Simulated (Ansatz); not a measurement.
BeS: response to strain

Start from BeS in the zinc blende structure (space group F-43m, No. 216; a = 4.796 Å). Axes: x, y, z lie along the cube axes.

Strains are applied to the cell and any free atomic positions relax; under biaxial strain the out-of-plane vector relaxes too.

All numbers come from Ansatz (a program for electronic structure), LDA, PAW, cutoff 420 eV, scalar-relativistic without spin-orbit coupling.

Notes on the quantities. energy relative to the base: free energy F.

```csv
variant,smallest direct gap,out-of-plane strain,energy relative to the base
base,5.49 eV,–,0 meV/atom
"biaxial strain −3.00 %, plane normal [001], relaxed out of plane",5.34 eV,+2.38 %,+15 meV/atom
"biaxial strain −2.50 %, plane normal [001], relaxed out of plane",5.37 eV,+1.99 %,+10 meV/atom
"biaxial strain −1.50 %, plane normal [001], relaxed out of plane",___,+1.21 %,+3.6 meV/atom
"biaxial strain −1.00 %, plane normal [001], relaxed out of plane",5.44 eV,+0.81 %,+1.6 meV/atom
"biaxial strain −0.50 %, plane normal [001], relaxed out of plane",5.47 eV,+0.40 %,+0.4 meV/atom
"biaxial strain +0.50 %, plane normal [001], relaxed out of plane",5.46 eV,-0.41 %,+0.4 meV/atom
"biaxial strain +1.00 %, plane normal [001], relaxed out of plane",5.43 eV,-0.83 %,+1.5 meV/atom
"biaxial strain +1.50 %, plane normal [001], relaxed out of plane",___,-1.25 %,+3.4 meV/atom
"biaxial strain +3.00 %, plane normal [001], relaxed out of plane",___,-2.54 %,+13 meV/atom
```

Question: Some entries are withheld; estimate them.

Answer: 
- biaxial strain −1.50 %, plane normal [001], relaxed out of plane, smallest direct gap: 5.42 eV
- biaxial strain +1.50 %, plane normal [001], relaxed out of plane, smallest direct gap: 5.40 eV
- biaxial strain +3.00 %, plane normal [001], relaxed out of plane, smallest direct gap: 5.30 eV

Whether these cells are dynamically stable was not tested.
